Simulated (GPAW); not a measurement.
Input and output of a self-consistent single point for AgBr (Fm-3m, 2 atoms in the cell) (GPAW).

Method of the run: LDA (Perdew-Wang 92), GPAW PAW datasets LDA (gpaw-data 1.0.1) (plane waves; GPAW 25.7.0).

```xyz
2
Lattice="0.0000 2.9196 2.9196 2.9196 0.0000 2.9196 2.9196 2.9196 0.0000" Properties=species:S:1:pos:R:3 pbc="T T T"
Ag     0.0000     0.0000     0.0000
Br     2.9196     2.9196     2.9196
```

Reference input (self-consistent single point, DFT PBE, plane waves, GPAW PAW datasets PBE (gpaw-data 1.0.1)): mode = pw; ecut = 600 eV; xc = PBE; kpts = 8 8 8; mesh shift (steps) = 0 0 0; occupations.name = fermi-dirac; occupations.width = 0 eV; nbands = -8; convergence.forces = 0.001 eV/Å; convergence.bands = -6; symmetry.symmorphic = false; symmetry.tolerance = 0.0005. This run's input differs from it in these lines:

```diff
@@ -13,3 +13,3 @@
 calc = GPAW(mode=PW(600),
-            xc='PBE',
+            xc='LDA',
             kpts={'size': (8, 8, 8), 'gamma': True},
```

Its files differ too (potentials: GPAW PAW datasets LDA (gpaw-data 1.0.1)).

Output, abridged:

```
     iter     time        total  log10-change:
                         energy   eigst   dens  force
iter:   1 --:--:--    -6.497955   +0.21
iter:   2 --:--:--    -6.475286   -1.82  -1.67
iter:   3 --:--:--    -6.406792   -2.23  -1.70
iter:   4 --:--:--    -6.402793   -4.28  -1.97
iter:   5 --:--:--    -6.400205c  -3.04  -2.01
iter:   6 --:--:--    -6.401862c  -4.36  -2.68
iter:   7 --:--:--    -6.395407c  -3.75  -2.61
iter:   8 --:--:--    -6.395410c  -5.53  -3.25
iter:   9 --:--:--    -6.395346c  -6.37  -3.27
iter:  10 --:--:--    -6.395277c  -5.63  -3.44
iter:  11 --:--:--    -6.395277c  -7.08  -4.29c
iter:  12 --:--:--    -6.395277c  -7.77c -4.36c
iter:  13 --:--:--    -6.395277c  -9.26c -4.48c -23.08c
Converged after 13 iterations.

Dipole moment: (-0.000000, -0.000000, -0.000000) |e|*Ang

Energy contributions relative to reference atoms: (reference = -215277.076642)

Kinetic:         +3.210337
Potential:       -3.875688
External:        +0.000000
XC:              -5.738344
Entropy (-ST):   +0.000000
Local:           +0.008418
SIC:             +0.000000
--------------------------
Free energy:     -6.395277
Extrapolated:    -6.395277

Showing only first 2 kpts
 Kpt  Band  Eigenvalues  Occupancy
  0    10      1.43163    2.00000
  0    11      1.43163    2.00000
  0    12      3.58421    0.00000
  0    13     13.06083    0.00000

  1    10      1.49795    2.00000
  1    11      1.55188    2.00000
  1    12      4.78283    0.00000
  1    13     11.72373    0.00000

Fermi level: 3.39373

Gap: 0.381 eV
Transition (v -> c):
   [... lines left out ...]
Direct/indirect transitions are different
Direct gap: 2.153 eV
Transition at: (s=0, k=0, n=11, [0.00, 0.00, 0.00])
Energy (eV): -6.395277

Forces in eV/Ang:
  0 Ag   -0.00000    0.00000    0.00000
  1 Br   -0.00000   -0.00000    0.00000

Stress tensor:
     0.036245     0.000000     0.000000
     0.000000     0.036245    -0.000000
     0.000000    -0.000000     0.036245
Stress (GPa, Voigt): [ 5.8072  5.8072  5.8072 -0.      0.      0.    ]
```

The run converged in 13 iterations. GPAW prints stress with tension positive. Against the reference run the pressure goes from 0.17 to -5.81 GPa and the gap on the mesh goes from 0.673 to 0.381 eV.

The starting cell comes from a database of computed structures (which also holds hypothetical and non-ambient phases and stackings), without a prior relaxation at this level. Its lattice was rescaled by a random factor within 2.5 % of one. With a pressure of about -6 GPa the cell is away from its equilibrium volume at this level.
